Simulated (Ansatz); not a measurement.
Levels about the gap of amorphous IGZO (In9Ga9Zn9O36) (63 atoms in a cell of 795 Å³, 5.90 g/cm³; zone centre alone, so wide bands show as single levels with stretches between that a denser mesh fills), at the geometry that PBE relaxed, where it gives -0.2 GPa on a denser mesh. The participation number counts the atoms over which a state spreads; weights are charges in smoothed Voronoi cells. The levels come from a single point, so bond lengths are those of that geometry. Method of the levels: PBE, scalar-relativistic without spin-orbit coupling (Ansatz, an electronic-structure program). Sampling: the zone centre alone; Fermi-Dirac width 0.02 eV; no spin polarisation. At PBE the levels at the filled edge of the gap are localised (band-tail or defect states).

The cell was made by melting and quenching with the CHGNet potential and then relaxed with DFT. O atoms were pushed apart under 1.9 Å during the dynamics, to hinder bonds among them. The hot cell started wider than the set density and was brought back towards it in steps. It is the lowest in DFT energy of 2 quenches. It is a model cell: composition and starting density were chosen by hand, and all elements were melted together. No dispersion term was used. Its density started from a set value of 5.90 and ended at 5.90 g/cm³. The simulated quench (nominally 260 K/ps over its main leg) is rapid and tends to freeze in more defects than a deposited or slowly cooled glass has. A cell of this size samples the disorder only roughly. The volume was held where the preparation left it, at a PBE pressure of -0.2 GPa (tension). Stress components on the final sampling reach 2.3 GPa.

```json
[
 {"E - E(highest filled), eV": "-0.43", "filling": "filled", "participation number": "13.4", "largest on": "O, 4 neighbours", "weight O": "0.82", "weight In": "0.01", "weight Zn": "0.15", "weight Ga": "0.02"},
 {"E - E(highest filled), eV": "-0.40", "filling": "filled", "participation number": "23.9", "largest on": "O, 3 neighbours", "weight O": "0.82", "weight In": "0.02", "weight Zn": "0.14", "weight Ga": "0.02"},
 {"E - E(highest filled), eV": "-0.30", "filling": "filled", "participation number": "13.4", "largest on": "O, 3 neighbours", "weight O": "0.85", "weight In": "0.03", "weight Zn": "0.11", "weight Ga": "0.01"},
 {"E - E(highest filled), eV": "-0.24", "filling": "filled", "participation number": "13.0", "largest on": "O, 3 neighbours", "weight O": "0.89", "weight In": "0.02", "weight Zn": "0.08", "weight Ga": "0.01"},
 {"E - E(highest filled), eV": "-0.18", "filling": "filled", "participation number": "12.4", "largest on": "O, 3 neighbours", "weight O": "0.89", "weight In": "0.02", "weight Zn": "0.07", "weight Ga": "0.01"},
 {"E - E(highest filled), eV": "-0.12", "filling": "filled", "participation number": "10.5", "largest on": "O, 3 neighbours", "weight O": "0.80", "weight In": "0.02", "weight Zn": "0.17", "weight Ga": "0.01"},
 {"E - E(highest filled), eV": "0.00", "filling": "filled", "participation number": "9.0", "largest on": "O, 4 neighbours", "weight O": "0.82", "weight In": "0.02", "weight Zn": "0.16", "weight Ga": "0.01"},
 {"E - E(highest filled), eV": "0.70", "filling": "empty", "participation number": "57.5", "largest on": "In, 5 neighbours", "weight O": "0.52", "weight In": "0.22", "weight Zn": "0.14", "weight Ga": "0.13"},
 {"E - E(highest filled), eV": "3.58", "filling": "empty", "participation number": "29.3", "largest on": "In, 6 neighbours", "weight O": "0.57", "weight In": "0.32", "weight Zn": "0.07", "weight Ga": "0.04"},
 {"E - E(highest filled), eV": "3.66", "filling": "empty", "participation number": "36.5", "largest on": "In, 6 neighbours", "weight O": "0.60", "weight In": "0.27", "weight Zn": "0.06", "weight Ga": "0.07"},
 {"E - E(highest filled), eV": "3.73", "filling": "empty", "participation number": "16.2", "largest on": "In, 5 neighbours", "weight O": "0.57", "weight In": "0.31", "weight Zn": "0.06", "weight Ga": "0.07"},
 {"E - E(highest filled), eV": "3.87", "filling": "empty", "participation number": "36.7", "largest on": "In, 6 neighbours", "weight O": "0.59", "weight In": "0.26", "weight Zn": "0.05", "weight Ga": "0.09"},
 {"E - E(highest filled), eV": "3.93", "filling": "empty", "participation number": "46.8", "largest on": "Ga, 6 neighbours", "weight O": "0.58", "weight In": "0.23", "weight Zn": "0.09", "weight Ga": "0.10"},
 {"E - E(highest filled), eV": "4.14", "filling": "empty", "participation number": "46.4", "largest on": "In, 5 neighbours", "weight O": "0.60", "weight In": "0.19", "weight Zn": "0.08", "weight Ga": "0.13"}
]
```

Most localised among these is the filled level at +0.00 eV, on a O atom, which has 4 neighbours (Zn 2.01 Å, In 2.13 Å, Zn 2.14 Å, In 2.25 Å).
